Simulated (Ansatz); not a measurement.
# ZnGeP2 under a change: uniaxial strain ε_zz = −0.75 %

The reference is ZnGeP2 in the chalcopyrite structure (space group I-42d, No. 122; a = 5.3740 Å, c = 10.6255 Å). Axes: x, y, z lie along a, b, c of the conventional cell.

Now apply this change: uniaxial strain ε_zz = −0.75 %, all other strain components held at zero, atoms relaxed at fixed cell.

All numbers come from LDA (Ansatz, an electronic-structure program), scalar-relativistic without spin-orbit coupling. k-mesh 9×9×9 (Γ-centred); smearing 0.05 eV (Fermi–Dirac).

| quantity | base | changed | shift |
|---|---|---|---|
| volume per atom | 19.18 Å³ | 19.03 Å³ | -0.144 Å³ |
| shortest interatomic distance | 231.7 pm | 231.1 pm | -0.6 pm |
| energy relative to the base (free energy F) | 0 meV/atom | +0.5 meV/atom | +0.5 meV/atom |
| pressure (mean of the normal stresses, compression positive) | -0.01 GPa | 0.67 GPa | +0.68 GPa |
| band gap | 1.00 eV | 0.98 eV | -0.026 eV |
| smallest direct gap | 1.18 eV | 1.10 eV | -0.08 eV |
| width of the top valence band | 1.56 eV | 1.62 eV | +0.06 eV |
| electron mass | – | 0.25 mₑ along x, 0.96 mₑ along y, 0.28 mₑ along z (off the special points) | – |
| hole mass | 0.099 mₑ along c, 0.32 mₑ across (at Γ) | 0.10 mₑ along z, 0.31 mₑ across (at Γ) | – |
| valence-band top at Γ (three highest levels, from the VBM) | 0.00, -0.07, -0.07 eV | 0.00, -0.11, -0.11 eV | – |
| stress (xx, yy, zz, yz, xz, xy; compression positive) | – | (0.49, 0.49, 1.04, 0.00, 0.00, 0.00) GPa | – |

Masses are band curvatures over ±0.01 Å⁻¹ around the edge. Stability against distortions was not tested.
